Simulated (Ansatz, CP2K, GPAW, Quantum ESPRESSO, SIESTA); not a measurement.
**One structure in several programs: Rb3Ba (P1, 4 atoms in the cell)**

Self-consistent single point, at a second geometry (atoms moved at random). First geometry:

```
Rb3Ba
1.0
    0.00000     5.46259     5.46259
    5.46259     0.00000     5.46259
    5.46259     5.46259     0.00000
Rb Ba
3 1
Direct
  0.25000   0.25000   0.25000
  0.75000   0.75000   0.75000
  0.50000   0.50000   0.50000
  0.00000   0.00000   0.00000
```

Second geometry:
```xyz
4
Lattice="0.0000 5.4626 5.4626 5.4626 0.0000 5.4626 5.4626 5.4626 0.0000" Properties=species:S:1:pos:R:3 pbc="T T T"
Rb     2.6743     2.7299     2.7510
Rb     8.1927     8.1580     8.1526
Rb     5.4312     5.4798     5.4821
Ba     0.0896     0.0201     0.0020
```

Shared settings, as Ansatz (a program for electronic structure) writes them: kpoints.mp_grid.grid = 4 4 4; scf.occupations.method = fermi_dirac; scf.occupations.width = 0.05 eV. Potentials and cutoffs stand in the table.

```json
[
 {"code": "CP2K", "model": "PBEsol, GPW, DZVP-MOLOPT-PBE-GTH basis, GTH-PBE potentials (POTENTIAL_UZH)", "ΔF from the first geometry (meV/atom)": "1.8", "pressure (GPa)": "0.08", "largest force (eV/Å)": "0.086", "cutoff": "grid 500 Ry"},
 {"code": "Quantum ESPRESSO", "model": "PBEsol, PseudoDojo standard norm-conserving (PBESOL) pseudopotentials", "ΔF from the first geometry (meV/atom)": "1.7", "pressure (GPa)": "-0.11", "largest force (eV/Å)": "0.080", "cutoff": "60 Ry"},
 {"code": "SIESTA", "model": "GGA PBEsol, numerical atomic orbitals DZP, PseudoDojo PBEsol standard norm-conserving potentials (rewritten from UPF to PSML)", "ΔF from the first geometry (meV/atom)": "2.5", "pressure (GPa)": "0.55", "largest force (eV/Å)": "0.120", "cutoff": "grid 300 Ry"},
 {"code": "Ansatz", "model": "PBEsol, PAW files made with PBE", "ΔF from the first geometry (meV/atom)": "1.7", "pressure (GPa)": "-0.10", "largest force (eV/Å)": "0.080", "cutoff": "420 eV"},
 {"code": "GPAW", "model": "PBEsol, GPAW PAW datasets PBEsol (made by gpaw-setup)", "ΔF from the first geometry (meV/atom)": "1.7", "pressure (GPa)": "-0.11", "largest force (eV/Å)": "0.079", "cutoff": "600 eV"}
]
```

Size of the force on each atom (eV/Å): Sizes of forces hide their directions.

```
code                Rb1    Rb2    Rb3    Ba4
----------------  -----  -----  -----  -----
CP2K              0.056  0.043  0.021  0.086
Quantum ESPRESSO  0.052  0.041  0.020  0.080
SIESTA            0.078  0.058  0.025  0.120
Ansatz            0.052  0.041  0.020  0.080
GPAW              0.052  0.041  0.020  0.079
```

The spread over the programs that give each value: ΔF from the first geometry within 0.8 meV/atom; pressure within 0.66 GPa; largest force within 0.041 eV/Å.

CP2K and SIESTA use small atom-centred bases, whose incompleteness enters pressures, forces and empty levels differently from a plane-wave cutoff. Ansatz's pressure is given at a fixed set of plane waves, as the other plane-wave codes print theirs.

The starting cell comes from a database of computed structures (which also holds hypothetical and non-ambient phases and stackings), without a prior relaxation at this level. Its lattice was rescaled by a random factor within 2.5 % of one. For this run, on top of that: atoms moved at random.

Keys are those of Ansatz 0.2.
